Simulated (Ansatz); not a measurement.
# Mg2NbN3 (Cmcm, No. 63, 12 atoms in the cell; start mp-1029408)

Computed with PBEsol+SOC in Ansatz (plane waves, PAW).

Numerical settings: plane-wave cutoff 520 eV, 6×6×6 k mesh, Fermi–Dirac smearing 0.01 eV, PAW data made under PBE.

Cell (relaxed with PBEsol):

```cif
data_Mg4N6Nb2
_chemical_formula_sum 'Mg4 Nb2 N6'
_space_group_name_H-M_alt 'P 1'
_space_group_IT_number 1
_cell_length_a 6.17659
_cell_length_b 6.17659
_cell_length_c 4.32606
_cell_angle_alpha 90.000
_cell_angle_beta 90.000
_cell_angle_gamma 62.296
loop_
_space_group_symop_operation_xyz
  'x, y, z'
loop_
_atom_site_label
_atom_site_type_symbol
_atom_site_fract_x
_atom_site_fract_y
_atom_site_fract_z
_atom_site_occupancy
Mg1 Mg 0.98816 0.67004 0.07133 1
Mg2 Mg 0.01184 0.32996 0.57133 1
Mg3 Mg 0.32996 0.01184 0.07133 1
Mg4 Mg 0.67004 0.98816 0.57133 1
Nb1 Nb 0.67330 0.32670 0.07133 1
Nb2 Nb 0.32670 0.67330 0.57133 1
N1 N 0.01608 0.67253 0.57133 1
N2 N 0.98392 0.32747 0.07133 1
N3 N 0.32747 0.98392 0.57133 1
N4 N 0.67253 0.01608 0.07133 1
N5 N 0.64600 0.35400 0.57133 1
N6 N 0.35400 0.64600 0.07133 1
```

```
Quantity                                                  Value
-------------------------------------------  ------------------
band gap                                     1.62 eV (indirect)
smallest direct gap on the k points sampled             1.73 eV
```

The computed numbers hold no vibrational or temperature effects.

The result took around 4 core-minutes (rough).

A start named mp-… is a Materials Project structure, which need not be a measured phase.

Ansatz is an electronic-structure program.
